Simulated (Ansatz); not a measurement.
Ru on the 1x1 (0001) surface of hcp Co, ferromagnetic, one in a 2x2 cell, started at the site 'hollow Co-Co-Co'

Level of theory: PBE (plane waves to 420 eV, PAW; Ansatz, a program for electronic structure).

Set-up: 17 atoms, 6.0 Å thick at the start under the adsorbate (thin: gaps and levels are the slab's own); mesh 7x7x1; 0.1 eV smearing; dipole correction on; 8 atoms held, the rest relaxed; start symmetry kept, larger cells not searched; spin-polarised, no spin-orbit, no U, no dispersion correction. At the end it is bonded to 3 Co. In PBE it is, or lies within 0.03 eV of, the lowest of the starts that converged.

```
Property                                                                                                                  Result
--------------------------------------------------------------------------------------  ----------------------------------------
adsorption energy against an atom of hcp Ru                                                                              2.10 eV
work function of the top face                                                                                            3.64 eV
change of the work function                                                                                             -1.34 eV
change of the step from the bottom to the top vacuum level, against the clean slab                                      -1.32 eV
energy released by relaxation                                                                                            1.29 eV
height of the binding atom over the mean of the host atoms within 0.3 Å of the top one                                   1.783 Å
magnetic moment of the cell                                                                                             29.20 μB
nearest host atoms of the binding atom                                                  Co at 2.36 Å, Co at 2.36 Å, Co at 2.36 Å
largest move of a host atom                                                                                               0.17 Å
cost                                                                                      about 12 core-minutes (a rough figure)
```

A negative adsorption energy means that the adsorbate is more stable on the surface than in its reference.
